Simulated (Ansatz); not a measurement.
Consider GaP in the zinc blende structure (space group F-43m, No. 216; a = 5.451 Å). Axes: x, y, z lie along the cube axes.

Level of theory: plane-wave PAW DFT at the r2SCAN level (Ansatz, a first-principles code, 500 eV), no SOC.

Strains are applied to the cell and any free atomic positions relax; under biaxial strain the out-of-plane vector relaxes too.

One change was made to it. Results:

The band gap falls by 0.064 eV (1.85 eV → 1.78 eV); the volume per atom shrinks by 0.26 Å³ (20.25 Å³ → 19.99 Å³).

Task: Name the change that was made.
A) biaxial strain −0.42 %, plane normal [111], relaxed out of plane
B) biaxial strain −1.25 %, plane normal [111], relaxed out of plane
C) biaxial strain −2.08 %, plane normal [111], relaxed out of plane
D) biaxial strain −0.83 %, plane normal [111], relaxed out of plane
E) biaxial strain −2.50 %, plane normal [111], relaxed out of plane

Result: D, biaxial strain −0.83 %, plane normal [111], relaxed out of plane. For comparison, the volume per atom in the other runs: biaxial strain −2.08 %, plane normal [111], relaxed out of plane gives 19.59 Å³; biaxial strain −0.42 %, plane normal [111], relaxed out of plane gives 20.12 Å³; biaxial strain −2.50 %, plane normal [111], relaxed out of plane gives 19.46 Å³; biaxial strain −1.25 %, plane normal [111], relaxed out of plane gives 19.85 Å³.

No phonon test of stability was made.
